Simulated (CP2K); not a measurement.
Band structure of NiGe (Pnma, 8 atoms in the cell).

```
CELL_PARAMETERS angstrom
      5.29714     0.00000     0.00000
      0.00000     3.42987     0.00000
      0.00000     0.00000     5.73553
ATOMIC_POSITIONS crystal
  Ni 0.50554 0.25000 0.69073
  Ni 0.49446 0.75000 0.30927
  Ni 0.99446 0.75000 0.19073
  Ni 0.00554 0.25000 0.80927
  Ge 0.68966 0.25000 0.08698
  Ge 0.31034 0.75000 0.91302
  Ge 0.81034 0.75000 0.58698
  Ge 0.18966 0.25000 0.41302
```

Method: PBE, GPW, TZVP-MOLOPT-SR-GTH basis, GTH-PBE potentials (GTH_POTENTIALS) (CP2K 2026.2).

Settings: CUTOFF = 600 Ry; REL_CUTOFF = 50 Ry; SMEAR/METHOD = FERMI_DIRAC; ELECTRONIC_TEMPERATURE = 580.23 K; KPOINTS/SCHEME = MONKHORST-PACK 4 5 3; GAMMA_CENTERED = T; XC_FUNCTIONAL = PBE; Ni/BASIS_SET = TZVP-MOLOPT-SR-GTH-q18; Ni/POTENTIAL = GTH-PBE-q18; Ge/BASIS_SET = TZVP-MOLOPT-SR-GTH-q4; Ge/POTENTIAL = GTH-PBE-q4; METHOD = GPW; EPS_DEFAULT = 1e-10; EXTRAPOLATION = USE_GUESS.

The starting cell comes from a database of computed structures (which also holds hypothetical and non-ambient phases and stackings), without a prior relaxation at this level. Its lattice was rescaled by a random factor within 2.5 % of one. Spin polarisation is off. Values carry the incompleteness of an atom-centred basis.

Levels in eV from the Fermi level, bands 41 to 46:
```tsv
point	41	42	43	44	45	46
Γ	-1.75	-1.11	-0.97	-0.85	0.75	0.84
X	-1.66	-1.66	-1.30	-1.30	-0.51	-0.51
S	-1.43	-1.43	-1.43	-1.43	0.33	0.33
Y	-1.63	-1.63	0.80	0.80	1.48	1.48
Z	-1.30	-1.30	-0.19	-0.19	1.11	1.11
U	-1.71	-1.71	-1.56	-1.56	0.40	0.40
R	-1.62	-1.62	-1.62	-1.62	2.54	2.54
T	-0.95	-0.95	0.74	0.74	2.60	2.60
```

Bands cross the Fermi level along this path, so the cell is metallic at this level.

Higher empty bands are left out: an atom-centred basis made for the valence describes them poorly.
